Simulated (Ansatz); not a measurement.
Checking a run of Ansatz (a first-principles code) on CsPbBr3 (Pnma, 20 atoms in the cell). The aim is a self-consistent single point with DFT, PBE, plane waves, default PAW files.

Input as run:

Ansatz 0.2 input:
```yaml
crystal:
  lattice:
    - [8.237483, 0.000000, 0.000000]
    - [0.000000, 11.623079, 0.000000]
    - [0.000000, 0.000000, 8.209986]
  atoms:
    - { symbol: Cs, position_ang: [4.017420, 2.905770, 8.141022] }
    - { symbol: Cs, position_ang: [8.136162, 2.905770, 4.173957] }
    - { symbol: Cs, position_ang: [4.220063, 8.717309, 0.068964] }
    - { symbol: Cs, position_ang: [0.101321, 8.717309, 4.036029] }
    - { symbol: Pb, position_ang: [0.000000, 0.000000, 0.000000] }
    - { symbol: Pb, position_ang: [4.118741, 5.811540, 4.104993] }
    - { symbol: Pb, position_ang: [0.000000, 5.811540, 0.000000] }
    - { symbol: Pb, position_ang: [4.118741, 0.000000, 4.104993] }
    - { symbol: Br, position_ang: [0.257833, 2.905770, 0.481105] }
    - { symbol: Br, position_ang: [4.376575, 2.905770, 3.623888] }
    - { symbol: Br, position_ang: [7.979650, 8.717309, 7.728881] }
    - { symbol: Br, position_ang: [3.860908, 8.717309, 4.586098] }
    - { symbol: Br, position_ang: [2.372395, 6.241593, 1.748727] }
    - { symbol: Br, position_ang: [6.491137, 11.193025, 2.356266] }
    - { symbol: Br, position_ang: [5.865088, 0.430054, 6.461259] }
    - { symbol: Br, position_ang: [1.746346, 5.381486, 5.853720] }
    - { symbol: Br, position_ang: [5.865088, 5.381486, 6.461259] }
    - { symbol: Br, position_ang: [1.746346, 0.430054, 5.853720] }
    - { symbol: Br, position_ang: [2.372395, 11.193025, 1.748727] }
    - { symbol: Br, position_ang: [6.491137, 6.241593, 2.356266] }
basis:
  ecutwfc: 420.0
  ecutrho_ratio: 2
kpoints:
  mp_grid: { grid: [2, 1, 2] }
hamiltonian:
  xc: pbe
  pseudopotentials: { kind: paw }
scf:
  occupations: { method: gaussian, width: 0.136 }
output:
  forces: true
  eigenvalues: true
  stress: true
```

Log, with long lists cut:

```
   [... lines left out ...]
settings of this run that can trade accuracy for cost: basis.ecutrho_ratio < 4. Do not mix this run's numbers with those of runs without the same settings …
WARN ansatz: RAYON_NUM_THREADS=1 ignored (pool sized by the plan → 1); use --threads N
Pseudopotentials: kind: paw
Pseudopotential: Cs, paw, valence charge 9
Pseudopotential: Pb, paw, valence charge 14
Pseudopotential: Br, paw, valence charge 7
Crystal: 20 atoms, lattice volume = 786.064 Å³
Basis set: ecut = 420 eV, 15423 PW (Γ), exchange–correlation on 96×144×96 points (8 copies of the dense FFT grid, shifted against one another)
Bands: 108, of which v1, the nominal top of the filled ones, is band 88 counted from 1 (87 counted from 0)
Symmetry: 8 space group operations
Space group: Pnma (ITA 62), of the structure as read, at distance tolerance 9.2e-5 Å
k-points: 4
Initial density: superposition of atomic densities (neutral atoms: chi_scale 0, normalization atom), corrected by the library's trained network
Initial wavefunctions: pseudopotential atomic-orbital guess
Eigensolver: davidson
Functional: x = pbe(κ = 0.804, μ = 0.2195149727645171), c = pbe(β = 0.06672455060314922)
SCF iter   1: F=—  HF=-103732.265859 eV  |F-HF|=—  |Δ(HF+E_count)|=         —  Δρ=2.10e-3  dr2=5.07e-2  ethr=1.77e-3  ⟨swp⟩=11.2  Hψ=2317  notcnv=0
all-band conjugate gradients solve this SCF's bands
preconditioner: auto → Resta (q_TF=auto, 2.126 Å⁻¹)
SCF iter   2: F=—  HF=-103732.256381 eV  |F-HF|=—  |Δ(HF+E_count)|=   9.48e-3  Δρ=9.60e-4  dr2=8.39e-3  ethr=2.88e-5  ⟨swp⟩=2.5  Hψ=835  notcnv=0
   [... lines left out ...]
SCF iter   5: F=—  HF=-103732.255714 eV  |F-HF|=—  |Δ(HF+E_count)|=   5.67e-4  Δρ=1.58e-5  dr2=2.90e-6  ethr=1.94e-8  ⟨swp⟩=2.0  Hψ=731  notcnv=0
SCF iter   6: F=—  HF=-103732.255717 eV  |F-HF|=—  |Δ(HF+E_count)|=   2.71e-6  Δρ=3.23e-6  dr2=1.12e-7  ethr=1.65e-9  ⟨swp⟩=2.0  Hψ=627  notcnv=0
SCF iter   7: F=-103732.255717 eV  HF=-103732.255717 eV  |F-HF|=9.23e-9  |Δ(HF+E_count)|=   1.73e-7  Δρ=8.35e-7  dr2=9.38e-9  ethr=5.68e-11  ⟨swp⟩=13.0  Hψ=2379  notcnv=0
SCF 1 converged in 7 iterations: F = -103732.255717 eV  dr2 = 9.38e-9
Free energy (F): -103732.255717 eV
Internal energy: -103732.255717 eV  (E = F + TS)
E sigma→0 (E₀):  -103732.255717 eV
Fermi energy:    4.644328 eV
--- Forces (eV/Å), atoms counted from 1 ---
  atom   1  Cs    -0.18937988    -0.00000000     0.11418511
  atom   2  Cs    -0.18937988    -0.00000000    -0.11418511
  atom   3  Cs     0.18937988     0.00000000    -0.11418511
  atom   4  Cs     0.18937988     0.00000000     0.11418511
  atom   5  Pb     0.00000000     0.00000000    -0.00000000
  atom   6  Pb     0.00000000     0.00000000     0.00000000
  atom   7  Pb    -0.00000000     0.00000000     0.00000000
  atom   8  Pb     0.00000000     0.00000000     0.00000000
   [... lines left out ...]
  P = ⅓ Tr σ = 2.1024 GPa (21.024 kbar)
  The stress holds the Pulay correction, which leaves out the density cutoff's part. Without it, at fixed plane waves, as pw.x and ABINIT print it …
settings of this run that can trade accuracy for cost: basis.ecutrho_ratio < 4. Do not mix this run's numbers with those of runs without the same settings …
```

Q: Can these results be used? Check the input.

A: The compared values did not move, but the log warns. The input holds a density cutoff or grid that is too coarse, which can do harm: the charge density holds wave vectors up to twice those of the orbitals (four times the energy cutoff), and augmentation charges need more still. The run converged in 7 iterations, and against the sound input the free energy is nearly the same (within 1 meV/atom), the pressure hardly changes (2.08 to 2.10 GPa), the largest force moves little (0.341 to 0.342 eV/Å) and the gap on the mesh stays at 1.843 eV. The full log also holds (shortened here): “WARN basis.ecutrho_ratio = 2 (ecutrho = 840 eV) is below the records' recommended cutoff”. At a fixed set of plane waves, without the program's Pulay estimate, the pressure is 2.09 GPa against 2.07 GPa.

An input that runs soundly differs in these lines (not the only fix; some lines may just follow from the change or write a value another way):
```diff
-  ecutrho_ratio: 2
```

With that input, the run converged in 7 iterations: free energy E − TS (on the zero of these files) -103732.2495 eV; top of the valence band (on the code's own zero) 3.72 eV; gap on the k-point mesh 1.84 eV; pressure 2.08 GPa; largest force (vector length) 0.341 eV/Å (DFT, PBE, plane waves, default PAW files).

On the sound input: the starting cell was generated: these elements placed on a structure prototype, without a prior relaxation; it need not be a known phase or ordering of this composition. Spin-orbit coupling is off. Ansatz's pressure includes its estimate of the finite-basis (Pulay) stress.
